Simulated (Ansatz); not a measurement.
## GaP, response to strain

Take GaP in the zinc blende structure (space group F-43m, No. 216; a = 5.439 Å) as the base. Axes: x, y, z lie along the cube axes.

Strains are applied to the cell and any free atomic positions relax; under biaxial strain the out-of-plane vector relaxes too.

The values are results of PBEsol (Ansatz, a first-principles code; PAW; 420 eV plane waves; no SOC), not measurements.

Notes on the quantities. energy relative to the base: free energy F.

```csv
"biaxial strain, plane normal [111], relaxed out of plane (%)",energy relative to the base (meV/atom)
0,0.0
0.42,0.4
0.83,1.7
1.25,?
1.67,6.6
2.08,10.2
2.5,14.6
```

Q: Fit ΔE = Aε² + Bε³ (ε in %) to the rows shown and predict the withheld row.

A: Least squares on the printed values gives A = 2.45 and B = -0.046 meV/atom (largest residual 0.0 meV/atom); this predicts 3.7 meV/atom, and the run gives 3.8 meV/atom, in agreement.

Stability against distortions was not tested.
